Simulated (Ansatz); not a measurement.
The parent structure is SnO2 in the rutile structure (space group P4_2/mnm, No. 136; a = 4.828 Å, c = 3.238 Å). Axes: x, y, z lie along a, b, c of the conventional cell.

Modification: biaxial strain −0.27 %, plane normal [001], relaxed out of plane (Cartesian); in-plane vectors clamped, the third vector and the atoms free.

Levels (all Ansatz, a first-principles code, PAW, earlier PAW set): PBE (420 eV, without spin-orbit coupling); r2SCAN (500 eV, no spin-orbit coupling).

The geometry is relaxed with PBE.

| Item | Value |
|---|---|
| PBE width of the top valence band | 1.18 eV |
| PBE lowest conduction level above the VBM at special points | Γ 0.70 eV; X 3.92 eV; M 4.31 eV; A 4.40 eV |
| PBE pressure | 0.49 GPa |
| PBE gap character | direct at Γ |

With r2SCAN at the same geometry, the width of the top valence band increases by 0.03 eV to 1.21 eV; the lowest conduction level above the VBM at special points becomes Γ 1.37 eV; X 4.60 eV; M 5.01 eV; A 5.17 eV (PBE: Γ 0.70 eV; X 3.92 eV; M 4.31 eV; A 4.40 eV); the pressure drops by 7.74 GPa (0.49 GPa → -7.25 GPa); the gap character stays direct at Γ.

Single points use the geometry relaxed with PBE. Their cutoffs differ, which shifts pressures a little. Stability against distortions was not tested.
